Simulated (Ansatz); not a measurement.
PtAl2: energy against volume

PtAl2 (fluorite, Fm-3m, 17.523 Å³/atom and stress up to 0.01 GPa in the relaxed cell, cube axes along x, y and z) under an equal strain ε along all three axes. PBE in Ansatz, a plane-wave DFT program (PAW, default set), 420 eV, 17×17×17 Γ-centred mesh, Fermi-Dirac smearing 0.10 eV; ions are relaxed, or left where forces stay under 0.02 eV/Å, within the symmetry of each cell.

Here V stands for volume and E for E less E0.

```csv
volume (Å³/atom),E less E0 (meV/atom),pressure (GPa)
15.9928,?,?
16.4925,27.02,8.97
16.7462,14.88,6.48
17.0025,6.45,4.17
17.2615,1.55,2.01
17.5230,0.00,0.00
17.7872,1.64,-1.87
18.0540,6.29,-3.61
18.3234,13.80,-5.22
18.5955,24.03,-6.71
```

The 9 complete rows are fitted with the third-order Birch-Murnaghan form, a cubic in V^(-2/3), E against V. With u = V^(-2/3) - 0.148, the rows have u = 0.006339, 0.004776, 0.003237, 0.001720, 0.000227, -0.001244, -0.002694, -0.004121, -0.005528. Least squares gives E = 0.052 - 376.1·u + 723092·u² + 1168368·u³. Residuals (row less fit): -0.001, 0.003, -0.001, 0.000, -0.004, 0.003, 0.000, 0.000, -0.001; standard error 0.003 (degrees of freedom: 5). Its minimum lies at u = 0.000260, so V0 = (0.148260)^(-3/2) = 17.52. There d²E/du² = 1448000 and d³E/du³ = 7010000, so B0 = (4/9) × 17.52^(-7/3) × 1448000 × 0.160218 = 129 GPa (the last factor turns the table's units into GPa), and B0' = 4 + (2/3) × 0.148260 × (7010000)/1448000 = 4.5. B0' rests on the cubic coefficient alone and has a standard error of 0.1 from these residuals.

**Question.** What does the fit predict for E at V = 15.9928, and how far is the calculated value from it?

**Answer.** u = 0.009537, so E = 0.052 - 376.1 × 0.009537 + 723092 × 0.009537² + 1168368 × 0.009537³ = 63.247 meV/atom. The calculation gives 63.21 meV/atom, 0.037 meV/atom below the prediction (0.1 % of the range of E in the table). The row lies outside the fitted rows, so this is an extrapolation. The scatter of the fitted rows lies at the last printed digit.

In a metal these values are sensitive to mesh and smearing; energies are taken to zero smearing, stresses follow the free energy. The runs aren't spin-polarised. Spin-orbit coupling is left out, which can shift these values for the heavy elements here. Other structures, which can take over under pressure, weren't tried. The same form fitted to the pressure column gives B0' = 4.5; series where the two differ by over 0.4 aren't shown. Rows are the converged runs of the series near zero and its far end, less any whose ions stayed unrelaxed beside relaxed ones; series whose fitted rows scatter by over a few per cent of the range, as at a crossing or softening among them, aren't shown in this form.
